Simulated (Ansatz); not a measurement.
Defect migration in amorphous Si24N32 (a melt-quenched model of 56 atoms): interstitial Mg, charge state +2. Calculation: PBE, PAW (plane waves to 420 eV; Ansatz, a quantum-chemistry and plane-wave program).

Cell of 56 host sites held at the glass model's own volume; the Γ point alone; Fermi-Dirac width 0.01 eV, spin-restricted; finite-size errors left in. Energies are static. This is one neighbourhood of one small, fast-quenched model, and the added charge may sit on a native defect of the glass. The charge state is imposed; whether it is stable for some Fermi level was not computed. Sites that were not tried may lie lower.

Barriers: single points on a 2×2×2 k-point mesh shifted by half a step at the bands' geometries.

Relaxed starting cell (atoms counted from 1):

```yaml
crystal:
  lattice:
    - [8.47126, 0.00000, 0.00000]
    - [0.00000, 8.47126, 0.00000]
    - [0.00000, 0.00000, 8.47126]
  atoms:
    - { symbol: Si, position: [0.54979, 0.20244, 0.82771] }
    - { symbol: Si, position: [0.46833, 0.78521, 0.96293] }
    - { symbol: Si, position: [0.91022, 0.41760, 0.54560] }
    - { symbol: Si, position: [0.50994, 0.12339, 0.09042] }
    - { symbol: Si, position: [0.53652, 0.37816, 0.56417] }
    - { symbol: Si, position: [0.39542, 0.03898, 0.57482] }
    - { symbol: Si, position: [0.41006, 0.53876, 0.77366] }
    - { symbol: Si, position: [0.45901, 0.46995, 0.21791] }
    - { symbol: Si, position: [0.54486, 0.71898, 0.46870] }
    - { symbol: Si, position: [0.72437, 0.23130, 0.32763] }
    - { symbol: Si, position: [0.29518, 0.91715, 0.26819] }
    - { symbol: Si, position: [0.18664, 0.80819, 0.71334] }
    - { symbol: Si, position: [0.96067, 0.45248, 0.18444] }
    - { symbol: Si, position: [0.67287, 0.64747, 0.09786] }
    - { symbol: Si, position: [0.05770, 0.12695, 0.69348] }
    - { symbol: Si, position: [0.87303, 0.08262, 0.93129] }
    - { symbol: Si, position: [0.20651, 0.30369, 0.93639] }
    - { symbol: Si, position: [0.80368, 0.70901, 0.76763] }
    - { symbol: Si, position: [0.22151, 0.27018, 0.41566] }
    - { symbol: Si, position: [0.01313, 0.77639, 0.07264] }
    - { symbol: Si, position: [0.05944, 0.53297, 0.84723] }
    - { symbol: Si, position: [0.16596, 0.61339, 0.38560] }
    - { symbol: Si, position: [0.97227, 0.08358, 0.25459] }
    - { symbol: Si, position: [0.73887, 0.99138, 0.59132] }
    - { symbol: N, position: [0.17626, 0.09277, 0.30239] }
    - { symbol: N, position: [0.59051, 0.62558, 0.28986] }
    - { symbol: N, position: [0.23076, 0.44204, 0.78316] }
    - { symbol: N, position: [0.54774, 0.27199, 0.22985] }
    - { symbol: N, position: [0.88715, 0.26458, 0.20732] }
    - { symbol: N, position: [0.89072, 0.52197, 0.72511] }
    - { symbol: N, position: [0.27747, 0.45078, 0.31891] }
    - { symbol: N, position: [0.12922, 0.71743, 0.54950] }
    - { symbol: N, position: [0.10120, 0.45414, 0.03938] }
    - { symbol: N, position: [0.72436, 0.34978, 0.48917] }
    - { symbol: N, position: [0.45997, 0.56814, 0.56780] }
    - { symbol: N, position: [0.97808, 0.52313, 0.37879] }
    - { symbol: N, position: [0.43363, 0.92856, 0.11113] }
    - { symbol: N, position: [0.67749, 0.12826, 0.96871] }
    - { symbol: N, position: [0.88368, 0.01967, 0.72808] }
    - { symbol: N, position: [0.15487, 0.76462, 0.22914] }
    - { symbol: N, position: [0.94313, 0.96442, 0.08968] }
    - { symbol: N, position: [0.72266, 0.78166, 0.58068] }
    - { symbol: N, position: [0.87063, 0.62727, 0.11707] }
    - { symbol: N, position: [0.48237, 0.56867, 0.02988] }
    - { symbol: N, position: [0.56771, 0.05691, 0.67917] }
    - { symbol: N, position: [0.55776, 0.38868, 0.76425] }
    - { symbol: N, position: [0.80047, 0.04033, 0.39154] }
    - { symbol: N, position: [0.38273, 0.20630, 0.95599] }
    - { symbol: N, position: [0.21854, 0.00593, 0.67358] }
    - { symbol: N, position: [0.67430, 0.76623, 0.92284] }
    - { symbol: N, position: [0.42369, 0.88916, 0.43278] }
    - { symbol: N, position: [0.04337, 0.19378, 0.88496] }
    - { symbol: N, position: [0.35655, 0.74286, 0.80547] }
    - { symbol: N, position: [0.39169, 0.23226, 0.51342] }
    - { symbol: N, position: [0.03026, 0.74514, 0.86226] }
    - { symbol: N, position: [0.05398, 0.26981, 0.54522] }
    - { symbol: Mg, position: [0.90610, 0.75969, 0.41679] }
```
Cell charge +2.

End state 1 differs by these moves (Å; atoms that move under 0.08 Å are left out):

| atom | element | Δx | Δy | Δz |
|---|---|---|---|---|
| 4 | Si | -0.03 | 0.11 | 0.00 |
| 8 | Si | -0.07 | 0.09 | 0.03 |
| 9 | Si | 0.05 | -0.03 | 0.06 |
| 10 | Si | -0.01 | 0.11 | 0.00 |
| 14 | Si | 0.02 | -0.23 | -0.13 |
| 18 | Si | 0.07 | 0.05 | -0.06 |
| 22 | Si | -0.13 | 0.10 | 0.00 |
| 26 | N | 0.01 | 0.09 | -0.05 |
| 28 | N | 0.00 | 0.11 | -0.02 |
| 31 | N | -0.03 | 0.07 | 0.03 |
| 32 | N | 0.17 | -0.12 | 0.10 |
| 37 | N | 0.15 | 0.03 | 0.07 |
| 40 | N | 0.06 | 0.01 | -0.06 |
| 41 | N | -0.19 | -0.07 | 0.10 |
| 43 | N | 0.01 | -0.11 | -0.10 |
| 47 | N | -0.13 | 0.07 | -0.02 |
| 52 | N | 0.02 | -0.09 | 0.04 |
| 57 | Mg | -1.82 | 1.10 | -1.60 |

Task: What forward and backward barriers to end state 1 does PBE, PAW give?

Result: forward 1.39 eV, backward 0.14 eV; at the saddle point atom 57 has neighbours N at 2.05, N at 2.25, N at 2.27, N at 2.55; Si at 2.56 Å. The saddle point's order was not checked.
